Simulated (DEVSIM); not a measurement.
Structure: abrupt Ge n-p junction, at 350 K.

```tsv
layer (left to right)	material	thickness (μm)	Nd (cm⁻³)	Na (cm⁻³)	τn (s)	τp (s)
1	Ge	0.130	1.2e18	-	5.2e-5	5.2e-5
2	Ge	2.30	-	9.4e17	5.2e-5	5.2e-5
```

Left contact: ohmic. Right contact: ohmic. Voltage is applied to the left contact. Recombination: SRH at mid-gap, Auger. Mobility is μmin + (μ − μmin)/(1 + (N/Nref)^α).

Constants are typed, rounded textbook-type inputs, not results; the design itself was drawn at random and stands for no fabricated device. Values at 300 K; Nc and Nv go as T^1.5, mobilities as T to minus their exponent, the gap by Varshni's rule with the affinity fixed.

```tsv
parameter	Ge
gap (eV)	0.664
affinity (eV)	4
permittivity	16
Nc (cm⁻³)	1.04e19
Nv (cm⁻³)	6e18
μn (cm²/Vs)	3900
μp (cm²/Vs)	1900
μn,min	150
μp,min	100
Nref,n	2.6e17
Nref,p	4e17
αn	0.56
αp	0.6
T exponent of μn	1.66
T exponent of μp	2.33
Cn (cm⁶/s)	1e-31
Cp (cm⁶/s)	1e-31
Varshni α (eV/K)	0.000477
Varshni β (K)	235
```

DEVSIM, 1D drift-diffusion, Boltzmann statistics, complete ionisation; no tunnelling, impact ionisation, image-force lowering or self-heating.

Problem. Tabulate band edges, carrier densities and field at zero bias.

Solution. Energies count from the Fermi level of the right contact; mesh points crowd at the junctions.

| x (μm) | Ec (eV) | Ev (eV) | n (cm⁻³) | p (cm⁻³) | field (V/cm) |
|---|---|---|---|---|---|
| 0.000 | 0.072 | -0.572 | 1.2e18 | 4.4e10 | ≈ 0 |
| 0.01385 | 0.072 | -0.572 | 1.2e18 | 4.4e10 | ≈ 0 |
| 0.03261 | 0.072 | -0.572 | 1.2e18 | 4.4e10 | ≈ 0 |
| 0.05560 | 0.072 | -0.572 | 1.2e18 | 4.4e10 | ≈ 0 |
| 0.09225 | 0.072 | -0.572 | 1.2e18 | 4.4e10 | 590 |
| 0.1124 | 0.089 | -0.555 | 6.8e17 | 7.7e10 | 34000 |
| 0.1272 | 0.247 | -0.397 | 3.6e15 | 1.4e13 | 200000 |
| 0.1467 | 0.543 | -0.102 | 2.0e11 | 2.6e17 | 60000 |
| 0.1695 | 0.581 | -0.064 | 5.7e10 | 9.2e17 | 1300 |
| 0.2088 | 0.581 | -0.063 | 5.6e10 | 9.4e17 | ≈ 0 |
| 0.2724 | 0.581 | -0.063 | 5.6e10 | 9.4e17 | ≈ 0 |
| 0.4219 | 0.581 | -0.063 | 5.6e10 | 9.4e17 | ≈ 0 |
| 0.6165 | 0.581 | -0.063 | 5.6e10 | 9.4e17 | ≈ 0 |
| 0.9308 | 0.581 | -0.063 | 5.6e10 | 9.4e17 | ≈ 0 |
| 1.530 | 0.581 | -0.063 | 5.6e10 | 9.4e17 | ≈ 0 |
| 1.882 | 0.581 | -0.063 | 5.6e10 | 9.4e17 | ≈ 0 |
| 2.100 | 0.581 | -0.063 | 5.6e10 | 9.4e17 | ≈ 0 |
| 2.235 | 0.581 | -0.063 | 5.6e10 | 9.4e17 | ≈ 0 |
| 2.339 | 0.581 | -0.063 | 5.6e10 | 9.4e17 | ≈ 0 |
| 2.380 | 0.581 | -0.063 | 5.6e10 | 9.4e17 | ≈ 0 |
| 2.408 | 0.581 | -0.063 | 5.6e10 | 9.4e17 | ≈ 0 |
| 2.430 | 0.581 | -0.063 | 5.6e10 | 9.4e17 | ≈ 0 |
